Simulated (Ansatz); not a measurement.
The reference is GaAs in the zinc blende structure (space group F-43m, No. 216; a = 5.659 Å).

Now apply this change: a fraction x = 0.333 of the Ga sites is given to Al, ordered in a cell of 6 atoms (starting symmetry P3m1) and fully relaxed.

The other end (x = 1) is AlAs in the zinc blende structure (space group F-43m, No. 216): 22.84 Å³/atom, gap 1.34 eV.

Levels (all Ansatz, a first-principles code, PAW, earlier PAW set): PBEsol (420 eV, without spin-orbit coupling); PBEsol+SOC (420 eV, spin-orbit coupling included).

The geometry is relaxed with PBEsol.

| Item | Result |
|---|---|
| PBEsol band gap | 0.72 eV |
| PBEsol valence-band top at Γ | 0.00, 0.00, -0.02 eV |
| PBEsol width of the top valence band | 2.30 eV |
| PBEsol electron mass | 0.055 mₑ along c, 0.044 mₑ across (at Γ) |

With PBEsol+SOC at the same geometry, the band gap drops by 0.106 eV, from 0.72 eV to 0.62 eV; the valence-band top at Γ (three highest Kramers pairs, from the VBM) changes from 0.00, 0.00, -0.02 eV to 0.00, -0.02, -0.33 eV; the width of the top valence band grows by 0.10 eV (2.30 eV → 2.40 eV); the electron mass goes from 0.055 mₑ along c, 0.044 mₑ across (at Γ) to 0.053 mₑ along c, 0.043 mₑ across (at Γ).

Single points use the geometry relaxed with PBEsol. Differences between runs with and without spin-orbit coupling are approximate. Each cell is one ordered arrangement of few atoms, which overstates ordering effects compared with a random alloy. Masses are band curvatures over ±0.01 Å⁻¹ around the edge. Whether these cells are dynamically stable was not tested.
